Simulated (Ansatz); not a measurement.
The reference is TiO2 in the rutile structure (space group P4_2/mnm, No. 136; a = 4.6434 Å, c = 2.9638 Å). Axes: x, y, z lie along a, b, c of the conventional cell.

Calculations: plane-wave PAW DFT at the PBE level (Ansatz, a program for electronic structure, 420 eV), scalar-relativistic without spin-orbit coupling.

For the base:

The valence-band top at Γ is 0.00, -0.43, -0.43 eV.

Now apply this change: biaxial strain −3.00 %, plane normal [001], relaxed out of plane (Cartesian); in-plane vectors clamped, the third vector and the atoms free.

Q: What does the calculation give for the valence-band top at Γ after the change?

A: The valence-band top at Γ (three highest levels, from the VBM) changes from 0.00, -0.43, -0.43 eV to 0.00, -0.44, -0.44 eV.

Q: How does this affect the ratio −ε⊥/ε∥?

A: The ratio −ε⊥/ε∥ comes out as 0.73.

The levels and masses belong to the bands next to the band gap. Stability against distortions was not tested. All final runs are without spin polarisation.
